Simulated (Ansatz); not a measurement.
Take WC (space group P-6m2, No. 187; a = 2.8985 Å, c = 2.8277 Å) as the base.

It is then changed as follows: a hydrostatic pressure of 9 GPa.

Levels (all Ansatz, a first-principles code, PAW): PBEsol (420 eV, no spin-orbit coupling); r2SCAN (500 eV, no SOC).

The geometry is relaxed with PBEsol.

```
Property           Value
---------------  -------
PBEsol pressure  9.0 GPa
```

With r2SCAN at the same geometry, the pressure increases by 5.4 GPa to 14.4 GPa.

Single points use the geometry relaxed with PBEsol. Their cutoffs differ, which shifts pressures a little. Load acts through the strain it causes; cell and atoms are relaxed under it. No phonon test of stability was made. Competing high-pressure phases were not computed. The final runs are not spin-polarised.
